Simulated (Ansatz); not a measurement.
The parent structure is CuI in the zinc blende structure (space group F-43m, No. 216; a = 6.079 Å).

Method: PBE (Ansatz, a program for electronic structure, PAW, no SOC).

Before the change:

* **Pressure**: 0.00 GPa
* **Valley order**: Γ 1.10 eV; L along ⟨111⟩ 2.13 eV

Perturbation: every lattice vector is stretched by 1.09 %; the atoms relax in the strained cell.

Problem. Predict the new pressure.

Solution. The pressure goes from zero to -1.16 GPa.

Problem. Predict the new valley order.

Solution. The valley order (the lowest conduction-band minima on the path, energy above the VBM, named in the base's zone) becomes Γ 1.02 eV; L along ⟨111⟩ 2.11 eV (base: Γ 1.10 eV; L along ⟨111⟩ 2.13 eV).

With I present, leaving out spin-orbit coupling can change the band edges. The levels and masses belong to the bands next to the band gap. Stability against distortions was not tested. The final runs are not spin-polarised.
